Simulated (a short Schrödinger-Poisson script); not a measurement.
Gated In0.52Al0.48As/In0.53Ga0.47As δ-doped gas in a quantum well

Structure: gated In0.52Al0.48As/In0.53Ga0.47As δ-doped gas in a quantum well, at 20 K.

```csv
layer,material,thickness (nm),Na (cm⁻³)
1,In0.52Al0.48As,10,-
2,In0.52Al0.48As,20,-
3,In0.53Ga0.47As,10,-
4,In0.52Al0.48As,4000,1e14
```

Constants are typed, rounded textbook-type inputs, not results; the design itself was drawn at random and stands for no fabricated device. In0.52Al0.48As: permittivity 12.5, conduction-band edge (eV) 0.52, gap (eV) 1.45, electron mass (mₑ) 0.075, Nv at 300 K (cm⁻³) 1.1e19. In0.53Ga0.47As: permittivity 13.9, conduction-band edge (eV) 0, gap (eV) 0.74, Nv at 300 K (cm⁻³) 7.7e18.

Channel valleys (confinement mass, in-plane density-of-states mass, number): Γ 0.041, 0.041, 1. At the gate the conduction-band edge of layer 1 lies 0.65 eV − eVg above the Fermi level of the channel; the field vanishes at the back. Sheet of ionised δ-doping: +2.8e12 e/cm² at 10 nm from the gate. The barrier under the gate holds no holes. Gaps are held at their typed values at every temperature. Mesh 0.08 nm at interfaces.

Solved with a short Schrödinger-Poisson script written for these runs: 1D Poisson equation in equilibrium, electrons quantum, Hartree (BenDaniel-Duke, 40 states a valley, the channel's in-plane mass for all, wave functions free to enter the barrier), parabolic valleys, classical holes, full ionisation, no traps, pinning or gate leakage.

| Vg (V) | electrons (cm⁻²) | in the channel layer | C (μF/cm²) | Γ E0 (meV) | Γ E1 (meV) |
|---|---|---|---|---|---|
| 0.4 | 1.14e12 | 1.11e12 | 0.303 | -66.4 | 74.3 |
| 0.35 | 1.04e12 | 1.01e12 | 0.303 | -60.9 | 86.0 |
| 0.3 | 9.49e11 | 9.23e11 | 0.302 | -55.4 | 91.7 |
| 0.25 | 8.54e11 | 8.32e11 | 0.302 | -49.9 | 97.5 |
| 0.2 | 7.60e11 | 7.41e11 | 0.301 | -44.4 | 103.2 |
| 0.15 | 6.67e11 | 6.50e11 | 0.301 | -38.9 | 109.0 |
| 0.1 | 5.73e11 | 5.59e11 | 0.300 | -33.4 | 114.7 |
| 0.05 | 4.79e11 | 4.67e11 | 0.300 | -28.0 | 120.5 |
| 0 | 3.86e11 | 3.76e11 | 0.299 | -22.5 | 126.4 |
| -0.05 | 2.93e11 | 2.86e11 | 0.299 | -17.1 | 132.2 |
| -0.1 | 1.99e11 | 1.95e11 | 0.298 | -11.6 | 138.0 |
| -0.15 | 1.07e11 | 1.04e11 | 0.297 | -6.2 | 144.0 |
| -0.2 | 1.64e10 | 1.61e10 | 0.262 | 0.5 | 151.1 |

Gate voltages with under 1e6 electrons/cm² are left out.

Subbands count from the Fermi level.
